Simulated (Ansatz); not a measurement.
Input:

```yaml
crystal:
  lattice:
    - [4.64851, 0.00000, 0.00000]
    - [0.00000, 4.64851, 0.00000]
    - [0.00000, 0.00000, 4.64851]
  atoms:
    - { symbol: Y, position: [0.00000, 0.00000, 0.00000] }
    - { symbol: Sn, position: [0.50000, 0.50000, 0.00000] }
    - { symbol: Sn, position: [0.00000, 0.50000, 0.50000] }
    - { symbol: Sn, position: [0.50000, 0.00000, 0.50000] }
```

Computed with PBEsol, DFPT electron-phonon coupling, linearised Boltzmann equation (plane waves, PAW, scalar-relativistic; Ansatz, a quantum-chemistry and plane-wave program). Geometry: relaxed with this functional, without spin-orbit coupling.

Question: What phonon-limited resistivity does this give at 300 K?

Answer: 22 μΩ·cm.

Question: And the electrons' mean free path at that temperature?

Answer: 4.6 nm, weighted by the current that each state carries. Wires not much wider than this gain resistivity from their walls.

A metal at this level (no band gap). Only scattering by harmonic phonons is included (no impurities, grain boundaries, electron-electron scattering or thermal expansion). Spin-orbit coupling is left out. The squared frequency of the phonon mode least converged on the k mesh is uncertain by about 10 %. The run warned that the eigensolver left some states short of its tolerance. Halving the electron mesh (20x20x20) moves the resistivity by up to 3 % at 300 K, the mean free path by up to 7 %. Smearing 0.20 eV; phonons on a 3x3x3 q mesh, which this run doesn't test.

Computed structure with no diffraction record at hand here (it may be known, metastable or hypothetical): YSn3 (Pm-3m).
